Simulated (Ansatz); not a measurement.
We consider GaP (model structure, started from the CsCl type, Pm-3m, No. 221, 2 atoms in the cell), described by LDA (Ansatz, a first-principles code, plane waves, PAW).

Numerical settings: plane-wave cutoff 520 eV, 18×18×18 k mesh, Fermi–Dirac smearing 0.05 eV, scalar-relativistic PAW data made under PBE.

Cell (relaxed at this level):

GaP is taken in the cubic space group Pm-3m (No. 221), the CsCl type structure, Pearson symbol cP2. Cell: a = b = c = 3.140 Å, α = β = γ = 90.00°. Ga on 1a is coordinated by 8 P at 2.719 Å and 6 Ga at 3.140 Å. P on 1b is surrounded by 8 Ga at 2.719 Å (cubic). (Neighbours: up to the widest gap in distance over summed covalent radii, below 1.35, at either atom; cation-cation and far metal-metal contacts left out.)

### Question
What does this level give for the bulk modulus?

### Answer

- bulk modulus = 88.6 GPa

The run finds no gap.

Note: the bulk modulus is −V dP/dV from two relaxed cells at ±2 % in volume; the relaxation could raise the start's symmetry but not lower it, so the cell can be a saddle point.

The computed numbers hold no vibrational or temperature effects.

A model structure was made by putting elements into a prototype or built by hand; it is no filed structure, need not be a known phase, and can be a saddle point held by its symmetry.
